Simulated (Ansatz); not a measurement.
Consider MoSi₂ (space group I4/mmm, No. 139; a = 3.2022 Å, c = 7.8195 Å). Axes: x, y, z lie along a, b, c of the conventional cell.

The values are results of DFT with r2SCAN, PAW potentials and a 500 eV plane-wave cutoff in Ansatz (an electronic-structure program), without spin-orbit coupling, earlier PAW set, not measurements.

Before the change:

```
Item                Value
---------------  --------
Pressure          0.0 GPa
Volume per atom  13.36 Å³
```

It is then changed as follows: biaxial strain +1.53 %, plane normal [001], relaxed out of plane (Cartesian); in-plane vectors clamped, the third vector and the atoms free.

### Question
What happens to the pressure, energy relative to the base and volume per atom?

### Answer
The pressure (mean of the normal stresses, compression positive) goes from zero to -4.8 GPa; the energy increases by 9.4 meV/atom; the volume per atom increases by 0.344 Å³ (13.36 Å³ → 13.71 Å³).

The mesh was chosen for an insulator and is coarse for the gapless case. Without a gap, meshes like the base's 14×14×14 leave anisotropic stresses uncertain by several tenths of a GPa, and small strain energies with them. No phonon test of stability was made. The final runs are not spin-polarised.
